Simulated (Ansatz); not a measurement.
Structures of equal composition on the (111)B surface of zinc-blende BN (N plane on top): 2x2 B adatom at H3; 2x2 B adatom at T1; 2x2 B adatom at T4. The slabs share one bottom face, and each structure is named by its start. These are constructed structures in small cells; real faces may alloy, dewet or reconstruct in larger ones, and not all known structures of the face are among them. Slabs of about 11 Å with all that they carry, Fermi-Dirac smearing of 0.025 eV. Bottom of the slabs: H caps. Relaxed from the named starts with such symmetry as they have, on meshes of like density; energies extrapolated to zero smearing; no spin-orbit coupling, no U. Spin-polarised runs, if any, are marked in brackets, and their order is one that fits the cell; the others ran without spin. Where a second, spin-polarised start was run, the lower counts.

Host crystal: zinc-blende BN, with a band gap (PBE, scalar-relativistic without spin-orbit coupling).

Calculation: PBE (plane waves to 420 eV, PAW; Ansatz, an electronic-structure program).

Rank these by energy per 1x1 cell (lowest first), as PBE gives it.

2x2 B adatom at H3 (0.000 eV, gap 2.99 eV on the mesh), 2x2 B adatom at T4 (0.169 eV, gap 1.82 eV on the mesh), 2x2 B adatom at T1 (0.975 eV, a narrow gap of 0.07 eV by band count)
